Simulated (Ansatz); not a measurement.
## The (113) surface of germanium (in the relaxation like top atoms buckled by 0.5 Å), 1 pair of surface atoms bonded, SH on every dangling bond (bottom of the slab: built like the top, H on every dangling bond, free)

The numbers are results of PBE (plane waves to 420 eV, PAW; Ansatz, a first-principles code), not measurements.

Model: 40-atom slab, 14.9 Å thick at the start with caps and adatoms, 4x4x1 mesh, Fermi-Dirac 0.025 eV, dipole correction, 4 atoms held, the rest relaxed; no symmetry held; no spin, no spin-orbit, no U. It is one candidate, not shown to be the stable structure of the face.

| Property | Result |
|---|---|
| gap of the slab on its k-mesh | 0.75 eV |
| highest filled level below the top vacuum level | 5.39 eV |
| energy released by relaxation | 1.59 eV |
| cost | about 100 core-minutes (a rough figure) |
